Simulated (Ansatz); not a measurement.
```
CELL_PARAMETERS angstrom
      0.00000     3.17000     3.37974
      3.17000     0.00000     3.37974
      3.17000     3.17000     0.00000
ATOMIC_POSITIONS crystal
  Sn 0.00000 0.00000 0.00000
  Sn 0.25000 0.25000 0.25000
```

Level of theory: PBEsol, rigid bands (plane waves, PAW, scalar-relativistic; Ansatz, a program for electronic structure). Condition of this run: biaxial stress xx = yy = 2 GPa (compression positive) (the target of the relaxation). Geometry: cell and atoms relaxed with PBEsol, then loaded as said.

Question: Is this a good metal at this level?

Answer: No. No gap is resolved, and few carriers conduct, as in a semimetal or a zero-gap semiconductor. N(E_F) = 0.131 states/eV a cell at 300 K and the Drude plasma energy along the best axis is 1.44 eV, several times under that of a simple or noble metal.

Spin-orbit coupling is left out; it can open or close a small gap.
